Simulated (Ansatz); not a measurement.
## Sc₂AlC (P6₃/mmc, No. 194, 8 atoms in the cell; start mp-13070): bulk modulus B0 by level of theory

No measured value is used here.

| level (code) | value (GPa) | cell (Å³/atom) |
|---|---|---|
| LDA (Ansatz) | [?] | 16.70 |
| PBEsol (Ansatz) | 91.5 | 17.18 |
| r²SCAN (Ansatz) | 91.3 | 17.62 |

### Question
Fill in the missing entries.

### Answer

- LDA (Ansatz, a first-principles code), value (GPa): 95.8

LDA, PBEsol, r²SCAN: the bulk modulus is −V dP/dV from two relaxed cells at ±2 % in volume. LDA, PBEsol, r²SCAN: the relaxation could not lower the start's symmetry, so the cell can be a saddle point above a distorted one. Each level is taken at its own relaxed cell. Cutoffs differ between the levels. Ansatz's density-functional and Hartree–Fock values are scalar-relativistic unless marked +SOC, with PAW data made under PBE.

A start named mp-… is a Materials Project structure, which need not be a measured phase.
